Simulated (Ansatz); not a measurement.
# CdS, response to strain

Consider CdS in the wurtzite structure (space group P6_3mc, No. 186).

```cif
data_Cd2S2
_chemical_formula_sum 'Cd2 S2'
_space_group_name_H-M_alt 'P 1'
_space_group_IT_number 1
_cell_length_a 4.07411
_cell_length_b 4.07411
_cell_length_c 6.63675
_cell_angle_alpha 90.000
_cell_angle_beta 90.000
_cell_angle_gamma 120.000
loop_
_space_group_symop_operation_xyz
  'x, y, z'
loop_
_atom_site_label
_atom_site_type_symbol
_atom_site_fract_x
_atom_site_fract_y
_atom_site_fract_z
_atom_site_occupancy
Cd1 Cd 0.33333 0.66667 0.00038 1
Cd2 Cd 0.66667 0.33333 0.50038 1
S1 S 0.33333 0.66667 0.37662 1
S2 S 0.66667 0.33333 0.87662 1
```

Strains are applied to the cell and any free atomic positions relax.

Method: LDA/PAW in Ansatz (a quantum-chemistry and plane-wave program), no spin-orbit coupling.

Notes on the quantities. energy relative to the base: free energy F; pressure: mean of the normal stresses, compression positive.

```tsv
change	band gap	energy relative to the base	volume per atom	pressure
base	1.03 eV	0 meV/atom	23.85 Å³	0.00 GPa
isotropic strain −3.00 %	1.22 eV	+46 meV/atom	21.77 Å³	7.63 GPa
isotropic strain −2.40 %	1.19 eV	+29 meV/atom	22.17 Å³	5.84 GPa
isotropic strain −1.80 %	1.15 eV	+16 meV/atom	22.59 Å³	___
isotropic strain −1.20 %	1.11 eV	___	23.00 Å³	2.67 GPa
isotropic strain −0.60 %	1.07 eV	___	23.42 Å³	1.27 GPa
```

Task: Some entries are withheld; estimate them.

Result: 
- isotropic strain −1.80 %, pressure: 4.18 GPa
- isotropic strain −1.20 %, energy relative to the base: +6.8 meV/atom
- isotropic strain −0.60 %, energy relative to the base: +1.7 meV/atom

No phonon test of stability was made.
